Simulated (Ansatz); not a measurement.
Band structure of YCuSi₂Ni (I-4m2, 5 atoms in the cell).

```
YCuSi2Ni
1.0
   -2.03085     2.03085     5.00370
    2.03085    -2.03085     5.00370
    2.03085     2.03085    -5.00370
Y Si Cu Ni
1 2 1 1
Direct
  0.00000   0.00000   0.00000
  0.62208   0.62208   0.00000
  0.37792   0.37792   0.00000
  0.25000   0.75000   0.50000
  0.75000   0.25000   0.50000
```

Computed with LDA (PW92), PAW files made with PBE (plane waves; Ansatz, a program for electronic structure).

Settings: basis.ecutwfc = 420 eV; kpoints.mp_grid.grid = 9 9 9; hamiltonian.xc = lda; hamiltonian.pseudopotentials = {kind: paw} (the program's default PAW files); scf.occupations.method = gaussian; scf.occupations.width = 0.272 eV; kpoints.band_path.npoints = 8.

The starting cell comes from a database of computed structures (which also holds hypothetical and non-ambient phases and stackings), without a prior relaxation at this level. Its lattice was rescaled by a random factor within 2.5 % of one. Spin polarisation is off.

Levels in eV from the Fermi level, bands 25 to 32:
```csv
point,25,26,27,28,29,30,31,32
Γ,-1.36,-1.36,-1.25,-0.46,1.25,1.25,2.66,2.79
X,-1.83,-1.73,-1.29,-1.17,-0.69,2.49,3.36,3.48
Y,-1.80,-1.49,-1.11,-1.07,-0.59,2.36,3.20,3.32
S,-1.69,-0.62,-0.58,-0.38,1.68,2.06,2.72,3.02
Z,-1.19,-1.19,-0.12,0.04,2.28,2.28,2.56,2.66
S1,-1.69,-0.62,-0.58,-0.38,1.68,2.06,2.72,3.02
N,-1.69,-1.39,-0.54,0.68,1.03,1.93,2.27,2.91
P,-1.95,-1.71,-1.34,-1.17,-0.66,1.68,3.87,3.96
Y1,-1.80,-1.49,-1.11,-1.07,-0.59,2.36,3.20,3.32
```

Bands cross the Fermi level along this path, so the cell is metallic at this level.

Keys are those of Ansatz 0.2.
